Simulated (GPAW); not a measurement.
```yaml
crystal:
  lattice:
    - [5.50902, 0.00000, 0.00000]
    - [-2.75451, 4.77095, 0.00000]
    - [0.00000, 0.00000, 4.39795]
  atoms:
    - { symbol: Mo, position: [0.33194, 0.66434, 0.24010] }
    - { symbol: Mo, position: [0.66759, 0.32791, 0.74015] }
    - { symbol: Ir, position: [0.84198, 0.67635, 0.24670] }
    - { symbol: Ir, position: [0.16600, 0.33754, 0.76563] }
    - { symbol: Ir, position: [0.15368, 0.82662, 0.74363] }
    - { symbol: Ir, position: [0.84349, 0.17763, 0.25560] }
    - { symbol: Ir, position: [0.33250, 0.15794, 0.26158] }
    - { symbol: Ir, position: [0.66281, 0.83167, 0.74661] }
```

Method of the run: PBEsol, GPAW PAW datasets PBEsol (made by gpaw-setup) (plane waves; GPAW).

The set-up and first iterations of a GPAW log for MoIr3 (P1, 8 atoms in the cell):

```
Input parameters:
  convergence: {density: 1e-05}
  kpts: {gamma: True,
         size: (5, 5, 6)}
  maxiter: 120
  mode: {ecut: 550,
         name: pw}
  nbands: -12
  occupations: {name: fermi-dirac,
                width: 0.136}
  symmetry: {symmorphic: False,
             tolerance: 0.0005}
  xc: PBEsol

species:
  Mo:
    name: Molybdenum
    Z: 42.0
    valence: 14
    core: 28
    charge: 0.0
    file: Mo.PBEsol.gz

    # Using partial waves for Mo as LCAO basis

  Ir:
    name: Iridium
    Z: 77.0
    valence: 15
    core: 62
    charge: 0.0
    file: Ir.PBEsol.gz

    # Using partial waves for Ir as LCAO basis

Reference energy: -3126236.713395  # eV

Spin-paired calculation

Convergence criteria:
 Maximum [total energy] change in last 3 cyles: 0.0005 eV / valence electron
 Maximum integral of absolute [dens]ity change: 1e-05 electrons / valence electron
 Maximum integral of absolute [eigenst]ate change: 4e-08 eV^2 / valence electron
   [... lines left out ...]
  External potential:
    NoExternalPotential

XC parameters: PBEsol with 2 nearest neighbor stencil

Number of atoms: 8
Number of atomic orbitals: 98
Number of bands in calculation: 71
Number of valence electrons: 118
Bands to converge: occupied

Density initialized from atomic densities
  71 bands from LCAO basis set

Atomic positions and initial magnetic moments

Positions:
   0 Mo    -0.001264    3.169510    1.055948    ( 0.0000,  0.0000,  0.0000)
   1 Mo     2.774557    1.564423    3.255134    ( 0.0000,  0.0000,  0.0000)
   2 Ir     2.775486    3.226828    1.084961    ( 0.0000,  0.0000,  0.0000)
   3 Ir    -0.015260    1.610406    3.367202    ( 0.0000,  0.0000,  0.0000)
   4 Ir    -1.430326    3.943778    3.270465    ( 0.0000,  0.0000,  0.0000)
   5 Ir     4.157536    0.847474    1.124107    ( 0.0000,  0.0000,  0.0000)
   6 Ir     1.396735    0.753514    1.150407    ( 0.0000,  0.0000,  0.0000)
   7 Ir     1.360576    3.967871    3.283567    ( 0.0000,  0.0000,  0.0000)

Unit cell:
           periodic     x           y           z      points  spacing
  1. axis:    yes    5.509020    0.000000    0.000000    30     0.1590
  2. axis:    yes   -2.754510    4.770951    0.000000    30     0.1590
  3. axis:    yes    0.000000    0.000000    4.397950    24     0.1832

  Lengths:   5.509020   5.509020   4.397950
  Angles:   90.000000  90.000000 120.000001

Effective grid spacing dv^(1/3) = 0.1749
     iter     time        total  log10-change:
                         energy   eigst   dens
iter:   1 --:--:--   -93.681617
iter:   2 --:--:--   -91.824067   -0.74  -1.36
iter:   3 --:--:--   -89.981147   -1.05  -1.38
iter:   4 --:--:--   -89.581015   -1.68  -1.46
iter:   5 --:--:--   -88.979953   -0.92  -1.58
iter:   6 --:--:--   -88.744740   -2.09  -2.03
iter:   7 --:--:--   -88.835047   -2.13  -2.18
iter:   8 --:--:--   -88.843859   -2.04  -2.29
iter:   9 --:--:--   -88.793428c  -2.74  -2.33
iter:  10 --:--:--   -88.792282c  -3.62  -2.77
iter:  11 --:--:--   -88.791036c  -3.79  -2.99
iter:  12 --:--:--   -88.791980c  -4.33  -3.19
iter:  13 --:--:--   -88.791356c  -4.94  -3.24
```

**Question.** How does the run end?

**Answer.** The run converged in 25 iterations. Its thresholds were met; that alone does not show that basis and mesh suffice. It ends on: free energy E − TS (from the program's reference atoms) -88.9555 eV; Fermi level (on the code's own zero) 14.55 eV; pressure -5.53 GPa; largest force (vector length) 1.245 eV/Å. The log goes on:

```
   [... 5 lines left out ...]
iter:  19 --:--:--   -88.791018c  -5.90  -3.68
iter:  20 --:--:--   -88.790954c  -5.83  -3.89
iter:  21 --:--:--   -88.790926c  -6.12  -4.19
iter:  22 --:--:--   -88.790935c  -7.34  -4.53
iter:  23 --:--:--   -88.790939c  -7.80c -4.71
iter:  24 --:--:--   -88.790938c  -8.05c -4.84
iter:  25 --:--:--   -88.790943c  -8.15c -5.02c
Converged after 25 iterations.

Dipole moment: (0.460440, -0.314171, 0.043998) |e|*Ang

Energy contributions relative to reference atoms: (reference = -3126236.713395)

Kinetic:        -18.548045
Potential:       +6.125301
External:        +0.000000
XC:             -74.288473
Entropy (-ST):   -0.329119
Local:           -1.915167
SIC:             +0.000000
--------------------------
Free energy:    -88.955502
Extrapolated:   -88.790943

Showing only first 2 kpts
 Kpt  Band  Eigenvalues  Occupancy
  0    57     15.16131    0.02238
  0    58     15.56723    0.00114
  0    59     15.57883    0.00105
  0    60     15.60573    0.00086

  1    57     14.92042    0.12474
  1    58     15.30725    0.00771
  1    59     15.57079    0.00111
  1    60     15.62528    0.00075

Fermi level: 14.55182

No gap
No difference between direct/indirect transitions
Energy (eV): -88.790943

Forces in eV/Ang:
  0 Mo    0.07959    0.33655    0.61717
  1 Mo   -0.33892    0.38029    0.63955
  2 Ir   -0.64797   -0.76682    0.03594
  3 Ir    0.56643   -0.51179   -0.98371
  4 Ir    0.67636    0.44706    0.55760
  5 Ir   -0.29444   -0.84055   -0.23632
  6 Ir   -0.19403    0.69101   -0.79365
  7 Ir    0.15319    0.26425    0.16343

Stress tensor:
     0.036041    -0.004459     0.001709
    -0.004459     0.035238    -0.001698
     0.001709    -0.001698     0.032213
Stress (GPa, Voigt): [ 5.7745  5.6458  5.1611 -0.2721  0.2737 -0.7143]
```

For comparison: a first run was changed to give this one (atoms moved at random), and from it to this one the free energy rises by 25.4 meV/atom, the pressure goes from -6.78 to -5.53 GPa and the largest force goes from 0.003 to 1.245 eV/Å.

The starting cell comes from a database of computed structures (which also holds hypothetical and non-ambient phases and stackings), without a prior relaxation at this level. For this run, on top of that: atoms moved at random. Spin-orbit coupling is off. Spin polarisation is off. With a pressure of about -6 GPa the cell is away from its equilibrium volume at this level. Forces in this geometry exceed 1 eV/Å.

The run was DFT PBEsol, plane waves, GPAW PAW datasets PBEsol (made by gpaw-setup). Main settings of its input:

- mode = pw
- ecut = 550 eV
- xc = PBEsol
- kpts = 5 5 6
- mesh shift (steps) = 0 0 0
- occupations.name = fermi-dirac
- occupations.width = 0.136 eV
- nbands = -12
- convergence.density = 1e-05 e/electron
- symmetry.symmorphic = false
- symmetry.tolerance = 0.0005
- maxiter = 120
